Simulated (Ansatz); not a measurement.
Take MgTe in the zinc blende structure (space group F-43m, No. 216; a = 6.439 Å) as the base. Axes: x, y, z lie along the cube axes.

Calculations: PBEsol, PAW, 420 eV (Ansatz, a quantum-chemistry and plane-wave program; no spin-orbit coupling).

Before the change:

| Item | Result |
|---|---|
| Valley order | Γ 2.35 eV; X along ⟨100⟩ 2.71 eV; L along ⟨111⟩ 3.18 eV |
| Valence-band top at Γ | 0.00, 0.00, 0.00 eV |

The change: uniaxial strain ε_zz = −0.50 %, all other strain components held at zero, atoms relaxed at fixed cell.

**Question.** What happens to the valley order?

**Answer.** The valley order (the lowest conduction-band minima on the path, energy above the VBM, named in the base's zone) changes from Γ 2.35 eV; X along ⟨100⟩ 2.71 eV; L along ⟨111⟩ 3.18 eV to Γ 2.36 eV; X along [001] 2.69 eV; X along [100] 2.70 eV; L along [1-11] 3.18 eV.

**Question.** What does the calculation give for the valence-band top at Γ after the change?

**Answer.** The valence-band top at Γ (three highest levels, from the VBM) changes from 0.00, 0.00, 0.00 eV to 0.00, -0.01, -0.01 eV.

**Question.** What happens to the stress?

**Answer.** The stress (xx, yy, zz, yz, xz, xy; compression positive) amounts to (0.15, 0.15, 0.22, 0.00, 0.00, 0.00) GPa.

Spin-orbit coupling, missing from the scalar runs, can matter with Te. The levels and masses belong to the bands next to the band gap. Stability against distortions was not tested.
